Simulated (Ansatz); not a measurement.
The structure below was relaxed with Kohn–Sham DFT with the PBE functional, run in Ansatz (a first-principles code) with PAW and 420 eV plane waves, spin-orbit coupling left out, earlier PAW set.

```xyz
5
Lattice="4.5660 0.0000 0.0000 0.0000 4.5660 0.0000 0.0000 0.0000 4.5660" Properties=species:S:1:pos:R:3 pbc="T T T"
Cs     0.0000     0.0000     0.0000
Sn     2.2830     2.2830     2.2830
C      0.0000     2.2830     2.2830
C      2.2830     2.2830     0.0000
C      2.2830     0.0000     2.2830
```

Task: Find the space group and the Wyckoff positions.

Result: Space group Pm-3m (No. 221); a = b = c = 4.566 Å, α = β = γ = 90.00°

```tsv
atom	site	symmetry	x	y	z
Cs	1a	m-3m	0.0000	0.0000	0.0000
Sn	1b	m-3m	0.5000	0.5000	0.5000
C	3c	4/mm.m	0.0000	0.5000	0.5000
```

No phonon test of stability was made. All final runs are without spin polarisation. An odd electron count without spin: CsSnC3. The cell was made from CsSnI3 by this change: I → C; the result is a hypothetical phase, not in the database extracts checked. Many cubic perovskites are stable only at high temperature; tilts and polar distortions were not tested.
